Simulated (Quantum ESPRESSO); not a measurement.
A self-consistent single point of MgC2 (P1, 6 atoms in the cell) with Quantum ESPRESSO.

Method of the run: PBEsol, GBRV 1.5 ultrasoft (PBESOL) pseudopotentials (plane waves; Quantum ESPRESSO).

```yaml
crystal:
  lattice:
    - [3.95078, 0.00000, 0.00000]
    - [0.00000, 3.95078, 0.00000]
    - [0.00000, 0.00000, 4.98709]
  atoms:
    - { symbol: Mg, position: [0.50621, 0.50036, 0.00466] }
    - { symbol: Mg, position: [0.03098, 0.00109, 0.50496] }
    - { symbol: C, position: [0.87402, 0.87370, 0.98895] }
    - { symbol: C, position: [0.10464, 0.11844, 0.00443] }
    - { symbol: C, position: [0.60303, 0.40172, 0.49513] }
    - { symbol: C, position: [0.38111, 0.60469, 0.50187] }
```

Reference input (self-consistent single point, DFT, PBEsol, plane waves, GBRV 1.5 ultrasoft (PBESOL) pseudopotentials): ecutwfc = 40 Ry; ecutrho = 200 Ry; occupations = smearing; smearing = fd; degauss = 0.00147 Ry; potentials = {Mg: mg_pbesol_v1.4.uspp.F.UPF, C: c_pbesol_v1.2.uspp.F.UPF}; K_POINTS = automatic 6 6 5 0 0 0; conv_thr = 1e-10 Ry. This run's input differs from it in these lines:

```diff
@@ -32,3 +32,3 @@
 K_POINTS automatic
-6 6 5  0 0 0
+4 4 3  0 0 0
 CELL_PARAMETERS angstrom
```

Log, with long lists cut:

```
     Self-consistent Calculation

     iteration #  1     ecut=    40.00 Ry     beta= 0.70

     total energy              =    -295.52782741 Ry
     estimated scf accuracy    <       1.10370456 Ry

     iteration #  2     ecut=    40.00 Ry     beta= 0.70

     total energy              =    -295.83389201 Ry
     estimated scf accuracy    <       0.22605945 Ry

     iteration #  3     ecut=    40.00 Ry     beta= 0.70

     total energy              =    -295.87257646 Ry
     estimated scf accuracy    <       0.00606305 Ry

   [... 6 blocks of this kind left out ...]

     iteration # 10     ecut=    40.00 Ry     beta= 0.70

     total energy              =    -295.87437781 Ry
     estimated scf accuracy    <          6.5E-10 Ry

     iteration # 11     ecut=    40.00 Ry     beta= 0.70
     End of self-consistent calculation

     the Fermi energy is     4.8969 ev

!    total energy              =    -295.87437781 Ry
     estimated scf accuracy    <          7.2E-11 Ry
     smearing contrib. (-TS)   =       0.00000000 Ry
     internal energy E=F+TS    =    -295.87437781 Ry

     convergence has been achieved in  11 iterations

     Forces acting on atoms (cartesian axes, Ry/au):

     atom    1 type  1   force =    -0.01984645   -0.02316925   -0.00114622
     atom    2 type  1   force =    -0.03082237    0.03358421   -0.00238881
     atom    3 type  2   force =     0.14004382    0.15297885    0.01821388
     atom    4 type  2   force =    -0.11688093   -0.13091796   -0.01489247
     atom    5 type  2   force =     0.20734481   -0.20136248   -0.00392515
     atom    6 type  2   force =    -0.17983889    0.16888664    0.00413876

     Total force =     0.470978     Total SCF correction =     0.000023

          total   stress  (Ry/bohr**3)                   (kbar)     P=       -3.14
   0.00010870  -0.00087831  -0.00005193           15.99     -129.20       -7.64
  -0.00087831  -0.00002677   0.00002801         -129.20       -3.94        4.12
  -0.00005193   0.00002801  -0.00014597           -7.64        4.12      -21.47

   JOB DONE.
```

The run converged in 11 iterations. Against the reference run the free energy stays essentially unchanged (within 1 meV/atom), the pressure moves little (-0.32 to -0.31 GPa), the largest force hardly changes (7.433 to 7.432 eV/Å) and the gap on the mesh goes from 2.307 to 2.345 eV.

The starting cell comes from a database of computed structures (which also holds hypothetical and non-ambient phases and stackings), without a prior relaxation at this level. Its atoms were displaced at random from the sites of space group no. 136. Forces in this geometry exceed 1 eV/Å.
